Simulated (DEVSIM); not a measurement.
System: abrupt GaP n-p junction, at 300 K.

Layer 1 from the left is GaP, thickness (μm) 1.30, Nd (cm⁻³) 1.7e18, τn (s) 3.4e-7, τp (s) 3.4e-7. Layer 2 from the left is GaP, thickness (μm) 1.00, Na (cm⁻³) 2.1e17, τn (s) 3.4e-7, τp (s) 3.4e-7.

Left contact: ohmic. Right contact: ohmic. Voltage is applied to the left contact. Recombination: SRH at mid-gap. Mobility is μmin + (μ − μmin)/(1 + (N/Nref)^α).

Constants are typed, rounded textbook-type inputs, not results; the design itself was drawn at random and stands for no fabricated device. Values at 300 K.

GaP: gap (eV) 2.26, affinity (eV) 3.8, permittivity 11.1, Nc (cm⁻³) 1.8e19, Nv (cm⁻³) 1.9e19, μn (cm²/Vs) 250, μp (cm²/Vs) 150, μn,min 10, μp,min 10, Nref,n 4.4e18, Nref,p 1e18, αn 0.8, αp 0.85.

Model (solved in DEVSIM): 1D drift-diffusion, Boltzmann statistics, complete ionisation; no tunnelling, impact ionisation, image-force lowering or self-heating.

What does the simulation give for the largest field in the device at zero bias, the potential step across the device at zero bias, the dark forward voltage at 1 A/cm²?

largest field in the device at zero bias 350000 V/cm; potential step across the device at zero bias 2.083 V; dark forward voltage at 1 A/cm² 1.830 V.
